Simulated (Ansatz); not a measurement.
**ScAl3: element substitutions**

Start from ScAl₃ in the Cu3Au type structure (space group Pm-3m, No. 221; a = 4.072 Å).

Each row replaces one element on all its sites; cell and atoms are relaxed.

Levels (all Ansatz, an electronic-structure program, PAW, earlier PAW set): PBEsol (420 eV, no spin-orbit coupling); r2SCAN (500 eV, without spin-orbit coupling); PBEsol+SOC (420 eV, with spin-orbit coupling).

Pressures by level, all at the geometries relaxed with PBEsol:

```json
[
 {"case": "base", "PBEsol": "0.0 GPa", "r2SCAN": "1.0 GPa", "PBEsol+SOC": "0.0 GPa"},
 {"case": "Al → B", "PBEsol": "0.0 GPa", "r2SCAN": "5.7 GPa", "PBEsol+SOC": "0.0 GPa"},
 {"case": "Sc → Y", "PBEsol": "0.0 GPa", "r2SCAN": "1.4 GPa", "PBEsol+SOC": "0.0 GPa"},
 {"case": "Sc → Ti", "PBEsol": "0.0 GPa", "r2SCAN": "0.6 GPa", "PBEsol+SOC": "0.0 GPa"}
]
```

Single points use the geometry relaxed with PBEsol. Their cutoffs differ, which shifts pressures a little. Differences between runs with and without spin-orbit coupling are approximate. No phonon test of stability was made. As relaxed here, ScB3 is a hypothetical phase, not in the database extracts checked. For YAl3 and TiAl3 in this form, whether it has been made was not checked. The runs without spin-orbit coupling are not spin-polarised. TiAl3 has a high density of states at the Fermi level and may be magnetic at this level.
